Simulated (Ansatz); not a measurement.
We consider ZnCdO2 (P3m1, No. 156, 4 atoms in the cell; start mp-1215505), described by PBEsol+SOC (Ansatz, a program for electronic structure, PAW).

Run with plane-wave cutoff 520 eV, 18×18×10 k mesh (along the axes of the cell as run), Fermi–Dirac smearing 0.05 eV, PAW data made under PBE.

Cell (relaxed with PBEsol):

```yaml
crystal:
  lattice:
    - [3.36935, 0.00000, 0.00000]
    - [-1.68468, 2.91795, 0.00000]
    - [0.00000, 0.00000, 5.61452]
  atoms:
    - { symbol: Zn, position: [0.00000, 0.00000, 0.99685] }
    - { symbol: Cd, position: [0.66667, 0.33333, 0.48842] }
    - { symbol: O, position: [0.66667, 0.33333, 0.09857] }
    - { symbol: O, position: [0.00000, 0.00000, 0.65216] }
```

Q: What does this level give for the band gap?

A: 
- band gap = 0.02 eV (under three smearing widths, so not firm)

Computed values are for the static lattice.

It cost about 7 core-minutes (a rough figure) of CPU time.

A start named mp-… is a Materials Project structure, which need not be a measured phase.
